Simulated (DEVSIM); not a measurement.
Structure: Co/SiO2/n-Ge capacitor, at 400 K.

```csv
layer (left to right),material,thickness (nm),Nd (cm⁻³)
1,SiO2,2.40,-
2,Ge,540,2.4e17
```

Metal gate on the left, work function 5 eV. Fixed charge at the semiconductor interface 0 cm⁻² (in units of +e); no interface traps.

Constants are typed, rounded textbook-type inputs, not results; the design itself was drawn at random and stands for no fabricated device. Values at 300 K; Nc and Nv go as T^1.5, mobilities as T to minus their exponent, the gap by Varshni's rule with the affinity fixed.

```
parameter         SiO2        Ge
----------------  ----  --------
gap (eV)             9     0.664
affinity (eV)      0.9         4
permittivity       3.9        16
Nc (cm⁻³)            -   1.04e19
Nv (cm⁻³)            -      6e18
Varshni α (eV/K)     -  0.000477
Varshni β (K)        -       235
```

DEVSIM, 1D Poisson equation in equilibrium, Boltzmann statistics, complete ionisation; no quantum confinement or tunnelling. Metal contacts follow the ideal Schottky-Mott rule: no Fermi-level pinning, no interface dipoles.

Task: Give the band bending (positive: bands bend down) and minority sheet density.

Result: 
```json
[
 {"Vg (V)": "0.1", "ψs (V)": "-0.472", "minority carriers (cm⁻²)": "1.2e12"},
 {"Vg (V)": "0.4", "ψs (V)": "-0.328", "minority carriers (cm⁻²)": "3.4e10"},
 {"Vg (V)": "0.7", "ψs (V)": "-0.097", "minority carriers (cm⁻²)": "5.5e8"},
 {"Vg (V)": "1", "ψs (V)": "0.064", "minority carriers (cm⁻²)": "4.5e8"},
 {"Vg (V)": "1.3", "ψs (V)": "0.139", "minority carriers (cm⁻²)": "4.4e8"}
]
```
